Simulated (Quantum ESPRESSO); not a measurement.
**Equation of state of rock-salt PbTe (space group 225): energy against volume (Quantum ESPRESSO, PBE)**

```xyz
2
Lattice="0.0000 3.1726 3.1726 3.1726 0.0000 3.1726 3.1726 3.1726 0.0000" Properties=species:S:1:pos:R:3 pbc="T T T"
Te     3.1726     3.1726     3.1726
Pb     0.0000     0.0000     0.0000
```

Level of theory: PBE, GBRV 1.5 ultrasoft (PBE) pseudopotentials (plane waves; Quantum ESPRESSO 7.5). Settings: ecutwfc = 52 Ry; ecutrho = 260 Ry; occupations = smearing; smearing = fd; degauss = 0.000734986 Ry; potentials = {Te: te_pbe_v1.uspp.F.UPF, Pb: pb_pbe_v1.uspp.F.UPF}; K_POINTS = automatic 9 9 9 0 0 0; conv_thr = 1e-10 Ry; mixing_beta = 0.5. The cell above is the first row's. The rows scale it uniformly. In all rows fractional positions and the k mesh are held. E is the free energy at the stated smearing, counted from the lowest row.

```
V (Å^3/atom)  E (meV/atom)
------------  ------------
31.932                   ?
32.627               28.86
33.321               15.33
34.015                6.32
34.709                1.33
35.403                0.00
36.098                1.93
36.792                6.75
37.486               14.21
```

Q: Fit E against V with the third-order Birch-Murnaghan form, a cubic in V^(-2/3), and predict the withheld value at V = 31.932.

A: With u = V^(-2/3) - 0.0935, the rows have u = 0.0044374, 0.0030728, 0.0017547, 0.0004807, -0.0007516, -0.0019459, -0.0031008, -0.0042201. Least squares gives E = 0.416 + 1389.6·u + 1117296·u² + 3193492·u³. Residuals (row less fit): -0.001, 0.002, 0.008, -0.013, -0.001, 0.011, -0.005, 0.000; standard error 0.010 (degrees of freedom: 4). Its minimum lies at u = -0.0006235, so V0 = (0.0928765)^(-3/2) = 35.33. There d²E/du² = 2223000 and d³E/du³ = 1.916e7, so B0 = (4/9) × 35.33^(-7/3) × 2223000 × 0.160218 = 38.6 GPa (the last factor turns the table's units into GPa), and B0' = 4 + (2/3) × 0.0928765 × (1.916e7)/2223000 = 4.5. The program's pressures in the fitted runs (not shown) pass through zero at V = 35.32, 0.02 % from this V0. At the withheld row, u = 0.0058534, so E = 0.416 + 1389.6 × 0.0058534 + 1117296 × 0.0058534² + 3193492 × 0.0058534³ = 47.471 meV/atom. The calculation gives 47.44 meV/atom, 0.031 meV/atom below the prediction (0.1 % of the range of E in the table). The row lies outside the fitted rows, so this is an extrapolation. From the scatter of the fitted rows alone, a prediction at this place has a standard error of 0.029 meV/atom, so the miss is 1.1 times that.

Carrying the step between the two nearest rows on in a straight line would have given 42.41, off by 5.03; series whose last step already gives the withheld value aren't shown. The scan was laid around a cell of about the measured size, scaled by a guess for this functional. The runs keep the symmetry of the cell, so they don't test it for distortions. Spin-orbit coupling is off. Cutoffs and mesh are single choices, not tested for convergence of this quantity. Series with a scatter that would blur these digits, or in which a gap closes, are not shown. Nor are scans whose minimum lies at an end fitted in this form.
